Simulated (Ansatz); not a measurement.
**What a tighter setting buys: kpoints.mp_grid.grid, Rb₃Br₂Cl (I4/mmm, 6 atoms in the cell)**

```xyz
6
Lattice="-2.3730 2.3730 10.0447 2.3730 -2.3730 10.0447 2.3730 2.3730 -10.0447" Properties=species:S:1:pos:R:3 pbc="T T T"
Rb     0.0000     0.0000    13.3321
Rb     0.0000     0.0000     6.7572
Rb     0.0000     0.0000     0.0000
Br     0.0000     0.0000    16.7364
Br     0.0000     0.0000     3.3529
Cl     0.0000     0.0000    10.0447
```

Method: PBE0 (plane waves, PAW; Ansatz, a quantum-chemistry and plane-wave program).

Base settings: basis.ecutwfc = 420 eV; kpoints.mp_grid.grid = 3 3 3; hamiltonian.xc = pbe0; hamiltonian.pseudopotentials = {kind: paw}, with the files named one by one; scf.occupations.method = fixed.

Misses are taken against the tightest run, 4 4 4, which need not be fully converged itself. The energy is the free energy per atom.

Core times come from one kind of shared machine and are given to one figure; runs under 30 s give none.

The starting cell comes from a database of computed structures (which also holds hypothetical and non-ambient phases and stackings), without a prior relaxation at this level. Its lattice was rescaled by a random factor within 2.5 % of one. Ansatz's pressure includes its estimate of the finite-basis (Pulay) stress.

```
kpoints.mp_grid.grid  energy less reference (meV/atom)  pressure less reference (GPa)  largest difference in the force on any atom (eV/Å)  core time / reference (rough)
--------------------  --------------------------------  -----------------------------  --------------------------------------------------  -----------------------------
1 1 1                                           576.84                           5.21                                               0.069                              –
2 2 2                                            11.55                           0.14                                               0.004                            0.1
3 3 3                                             0.40                           0.01                                               0.000                            0.3
4 4 4                                             0.00                           0.00                                               0.000                              1
```

Coarsest setting among those run that, with all tighter ones, holds the energy within 20 meV/atom of the reference: 2 2 2, off by 12 meV/atom; it needs about 0.1 of the reference's time.

Coarsest setting among those run that, with all tighter ones, holds the energy within 2 meV/atom of the reference: 3 3 3, off by 0.40 meV/atom; it needs about 0.3 of the reference's time.

Keys are those of Ansatz 0.2.
